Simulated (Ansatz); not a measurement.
What biaxial strain +1.13 %, plane normal [001], relaxed out of plane does to NbSi2

The parent structure is NbSi$_{2}$ (space group P6_422, No. 181; a = 4.768 Å, c = 6.576 Å). Axes: x lies along a and z along c of the hexagonal cell.

Now apply this change: tensile biaxial strain of 1.13 % in the plane normal to [001], as in epitaxy on a mismatched substrate; the out-of-plane cell vector and the atoms relax.

All numbers come from plane-wave PAW DFT at the PBEsol level (Ansatz, an electronic-structure program, 420 eV), scalar-relativistic without spin-orbit coupling. Γ-centred 11×11×7 mesh, Fermi–Dirac width 0.05 eV.

The space group stays P6_422 (No. 181) and the band gap stays zero. The out-of-plane strain is -0.39 % (rough) and the mean in-plane stress (compression positive) amounts to -4.5 GPa (rough).

Without a gap, meshes like the base's 11×11×7 leave anisotropic stresses uncertain by several tenths of a GPa, and small strain energies with them. Whether these cells are dynamically stable was not tested. All final runs are without spin polarisation. An odd electron count without spin: NbSi2.
